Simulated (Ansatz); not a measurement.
Consider Nb in the bcc (W type) structure (space group Im-3m, No. 229; a = 3.273 Å; relaxed with 0.1 eV smearing). Axes: x, y, z lie along the cube axes.

The values are results of Kohn–Sham DFT with the PBEsol functional, run in Ansatz (an electronic-structure program) with PAW and 420 eV plane waves, no spin-orbit coupling, not measurements.

For the base:

The shortest interatomic distance is 2.834 Å.

The change: the cell is stretched by 2.00 % along z with no lateral relaxation, atoms relaxed at fixed cell.

Problem. What happens to the shortest interatomic distance, stress and energy relative to the base?

Solution. The shortest interatomic distance rises by 0.019 Å (2.834 Å → 2.853 Å); the stress (xx, yy, zz, yz, xz, xy; compression positive) amounts to (-2.6, -2.6, -5.0, 0.0, 0.0, 0.0) GPa; the energy rises by 5.6 meV/atom.

The cells carry an imposed strain or load. Stability against distortions was not tested. The final runs are not spin-polarised.
